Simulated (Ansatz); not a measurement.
System: CsCl-type AuZn (cubic form, which distorts at low temperature). Method: HSE06-D3(BJ) (plane waves, PAW; Ansatz, a first-principles code).

Numerical settings: plane-wave cutoff 460 eV, 8×8×8 k mesh, Fermi–Dirac smearing 0.05 eV, scalar-relativistic PAW data made under PBE.

Results at a series of volumes:

```tsv
V (Å³/atom)	E − E_lowest (meV/atom)	P (GPa)
14.300	20.09	8.87
14.676	4.92	4.15
15.052	0.00	0.12
15.415	3.61	-3.21
15.805	15.17	-6.26
```

Fit the third-order Birch–Murnaghan equation and give B0 and B′.

V0 = 15.065 Å³/atom, B0 = 148 GPa, B′ = 5.4 (fit to the energies at full precision).

Measured, for comparison: bulk modulus 131 GPa (temperature not stated, no zero-point or thermal correction; as tabulated in Nepal et al. (2020), arXiv:2007.11150). Computed (rounded) less measured: bulk modulus +13 %.

Note: symmetry holds this phase in the static calculation, where it need not be a minimum.

Spin–orbit coupling is not included; it can shift volumes and moduli of such heavy elements.

Static lattice: no zero-point or thermal effects.

It cost around 12 core-minutes (rough) of CPU time.
